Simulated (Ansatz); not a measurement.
Consider interstitial Sr in monoclinic HfO2, charge state +2. Calculation: PBE, PAW (plane waves to 420 eV; Ansatz, a first-principles code).

Cell of 96 host sites held at the relaxed PBE lattice; the Γ point alone; Fermi-Dirac width 0.01 eV, spin-restricted; finite-size errors left in. Energies are static. Spin-orbit coupling is left out. The charge state is imposed; whether it is stable for some Fermi level was not computed. Sites that were not tried may lie lower.

Barriers: single points on a 2×2×2 k-point mesh shifted by half a step at the bands' geometries.

A. Sr moves alone to another site; the atom moves 1.31 Å along (0.23, -0.07, 0.12) of the unit cell; the moving atom starts with neighbours Hf at 2.65, Hf at 2.87; 2 O at 2.21, O at 2.30, O at 2.33, O at 2.35, O at 2.60, O at 2.69 Å and ends with Hf at 2.65, Hf at 2.87; 2 O at 2.21, O at 2.30, O at 2.33, O at 2.35, O at 2.60, O at 2.69 Å; saddle order not checked, on a symmetry element.
B. a concerted move, in which Sr travels most; the atom moves 3.49 Å along (0.00, 0.43, 0.50) of the unit cell; the moving atom starts with neighbours Hf at 2.65, Hf at 2.87; 2 O at 2.21, O at 2.30, O at 2.33, O at 2.35, O at 2.60, O at 2.69 Å and ends with Hf at 2.65, Hf at 2.87; 2 O at 2.21, O at 2.30, O at 2.33, O at 2.35, O at 2.60, O at 2.69 Å; saddle order not checked.

A band can be held on a symmetry element, so unchecked saddle points there may be too high.

Put the candidates in order of forward barrier, lowest first, for PBE, PAW.

A (0.37 eV), B (3.56 eV)
